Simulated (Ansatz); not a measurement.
For InP (model structure, started from the beta GaS type, P6₃/mmc, No. 194, 8 atoms in the cell), PBE in Ansatz (plane waves, PAW) gives:

```
Quantity                Value
-------------------  --------
lattice constant a    4.280 Å
lattice parameter c  15.684 Å
```

What does PBE-D3(BJ) (plane waves, PAW; Ansatz, a first-principles code) give for the same quantities?


- lattice constant a: 4.266 Å (shrinks by 0.3 %)
- lattice parameter c: 13.433 Å (falls by 14 %)

Changes are worked out from the printed values.

Unless a cell is named, each level is at its own relaxed cell (PBE 31.11, PBE-D3(BJ) 26.47 Å³/atom).

Ansatz's density-functional and Hartree–Fock values are scalar-relativistic unless marked +SOC, with PAW data made under PBE.

A model structure was made by putting elements into a prototype or built by hand; it is no filed structure, need not be a known phase, and can be a saddle point held by its symmetry.
